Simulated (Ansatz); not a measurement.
Results of r²SCAN0 in Ansatz (PAW) for L1₂ (Cu3Au-type) Pt3Ti.

Input file:

Ansatz 0.2 input:
```yaml
crystal:
  lattice:
    - [3.9060375126, 0.0, 0.0]
    - [0.0, 3.9060375126, 0.0]
    - [0.0, 0.0, 3.9060375126]
  atoms:
    - { symbol: Ti, position: [0.0, 0.0, 0.0] }
    - { symbol: Pt, position: [0.0, 0.5, 0.5] }
    - { symbol: Pt, position: [0.5, 0.0, 0.5] }
    - { symbol: Pt, position: [0.5, 0.5, 0.0] }
basis:
  ecutwfc: 520
  ecutrho_ratio: 4
  xc_grid: 3
kpoints:
  mp_grid: { grid: [8, 8, 8] }
hamiltonian:
  xc: r2scan0
  dispersion: none
  pseudopotentials: { kind: paw }
scf:
  occupations: { method: fermi_dirac, width: 0.05 }
  convergence: { dr2_threshold: 0.0000000004 }
output:
  forces: true
  stress: true
  eigenvalues: true
```

Excerpt of the program's output:

```
WARN output.stress: scf.exx.energy_threshold = 1e-6 eV is looser than the 4e-8 eV advised for a stress under a hybrid functional (1e-8 eV for each atom of the …
Crystal: 4 atoms, lattice volume = 59.595 Å³
Basis set: ecut = 520 eV, 1575 PW (Γ), exchange–correlation on 90×90×90 points (27 copies of the dense FFT grid, shifted against one another)
Bands: 40, of which v1, the nominal top of the filled ones, is band 33 counted from 1 (32 counted from 0)
Symmetry: 48 space group operations
Space group: Pm-3m (ITA 221), of the structure as read, at distance tolerance 3.9e-5 Å
k-points: 35 of 512
Functional: x = r2scan, c = r2scan; τ floored in thin density (d = 2e-4 eV/Å³), warm-up for x = 0.75 r2scan + 0.25 exact, c = r2scan; τ floored in thin density (d = 2e-4 eV/Å³)
SCF iter   1: F=—  HF=-40118.593421 eV  |F-HF|=—  |Δ(HF+E_count)|=         —  Δρ=4.19e-2  dr2=1.88e0  dr2_τ=1.05e-1
SCF iter   2: F=—  HF=-40118.427232 eV  |F-HF|=—  |Δ(HF+E_count)|=   1.66e-1  Δρ=2.22e-2  dr2=3.76e-1  dr2_τ=1.10e-1
  ...
SCF 1 converged in 11 iterations: F = -40118.422145 eV  dr2 = 1.46e-10
Crystal: 4 atoms, lattice volume = 59.595 Å³
Initial density: handed on by an earlier stage of this run
Functional: x = 0.75 r2scan + 0.25 exact, c = r2scan; τ floored in thin density (d = 2e-4 eV/Å³)
SCF 2 converged in 12 iterations: F = -40106.458876 eV  dr2 = 8.99e-11
Crystal: 4 atoms, lattice volume = 59.595 Å³
Crystal: 4 atoms, lattice volume = 59.595 Å³
SCF iter   9: F=—  HF=-40106.495462 eV  |F-HF|=—  |Δ(HF+E_count)|=   1.92e-8  Δρ=4.37e-6  dr2=1.80e-8  dr2_τ=7.12e-10
SCF iter  10: F=—  HF=-40106.495462 eV  |F-HF|=—  |Δ(HF+E_count)|=   3.89e-8  Δρ=1.37e-5  dr2=2.22e-7  dr2_τ=1.03e-8
SCF 4 converged in 11 iterations: F = -40106.495462 eV  dr2 = 1.07e-10
Free energy (F): -40106.495462 eV
Internal energy: -40106.494644 eV  (E = F + TS)
E sigma→0 (E₀):  -40106.495053 eV
Fermi energy:    22.108916 eV
--- Forces (eV/Å), atoms counted from 1 ---
  atom   1  Ti    -0.00000000    -0.00000000    -0.00000000
  atom   2  Pt     0.00000000     0.00000000     0.00000000
  atom   3  Pt    -0.00000000    -0.00000000    -0.00000000
  atom   4  Pt     0.00000000     0.00000000    -0.00000000
--- Stress (GPa, compression-positive) ---
       -2.247980       0.000000       0.000000
        0.000000      -2.247980       0.000000
        0.000000       0.000000      -2.247980
  P = ⅓ Tr σ = -2.2480 GPa (-22.480 kbar)
```

The cell is one volume of an energy–volume scan, off the minimum.

The PAW data were made under PBE.

Note: the run has no spin polarisation, so it can have missed a magnetic state. Note: the run warned that the count of filled bands differs between k points.

It cost about 10 core-minutes (a rough figure) of CPU time.

Ansatz is a program for electronic structure.
